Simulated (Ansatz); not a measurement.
The starting structures come from a database of crystals and need not be the phases stable at ambient conditions.

 Where the default PAW files enter, the runs use the earlier of Ansatz's two default sets.

# Evanescent states of YVO4 (I4_1/a, not sure to be the ambient phase, 12 atoms a cell, 12.3 Å³ an atom, -9 GPa at this level) along the normal of (110)

Calculation: r2SCAN (plane waves, PAW; Ansatz, an electronic-structure program).

The gap is the functional's own, uncorrected, and κ follows it; spin-orbit coupling is left out. Mid-gap values are interpolated between the computed energies.

Energies count from the valence-band top; κ is the least over a 6×6 mesh across the current.

| E (eV) | κ (1/Å) | where |
|---|---|---|
| 0.07 | 0.143 | Γ |
| 0.23 | 0.237 | Γ |
| 0.38 | 0.294 | Γ |
| 0.53 | 0.337 | Γ |
| 0.68 | 0.370 | Γ |
| 0.82 | 0.397 | Γ |
| 0.97 | 0.419 | Γ |
| 1.12 | 0.437 | Γ |
| 1.27 | 0.451 | Γ |
| 1.43 | 0.451 | off Γ |
| 1.57 | 0.447 | off Γ |
| 1.73 | 0.439 | off Γ |
| 1.88 | 0.428 | off Γ |
| 2.02 | 0.414 | off Γ |
| 2.17 | 0.395 | off Γ |
| 2.33 | 0.371 | off Γ |
| 2.48 | 0.339 | off Γ |
| 2.62 | 0.297 | off Γ |
| 2.77 | 0.236 | off Γ |

Problem. How thick must the barrier be to attenuate the transmission by 10^6 when the electrodes' Fermi level lies at 2.77 eV, and what attenuation does that film give at 1.57 eV?

Solution. d = 6 ln 10 / (2 × 0.236) = 29.3 Å. At 1.57 eV it gives 6 × 0.447/0.236 = 11.4 decades.
